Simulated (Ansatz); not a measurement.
For AlB2-type ZrB2, PBE in Ansatz (PAW) gives:

```
Property               Value
-------------------  -------
lattice parameter a  3.171 Å
c axis length        3.542 Å
```

**Question.** What does PBE0 (Ansatz, a quantum-chemistry and plane-wave program, PAW) give for the same quantities?

**Answer.** 
- lattice constant a: 3.158 Å (shrinks by 0.4 %)
- lattice parameter c: 3.525 Å (decreases by 0.5 %)

For comparison: lattice constant a 3.17 Å (measured, room temperature, not corrected to a static lattice; as tabulated in Zhang et al. (2020), arXiv:1911.03307); lattice parameter c 3.532 Å (measured, room temperature, no zero-point or thermal correction; as tabulated in Zhang et al. (2020), arXiv:1911.03307).

Changes are worked out from the printed values.

Unless a cell is named, each level is at its own relaxed cell (PBE 10.28, PBE0 10.15 Å³/atom).

Ansatz's density-functional and Hartree–Fock values are scalar-relativistic unless marked +SOC, with PAW data made under PBE.
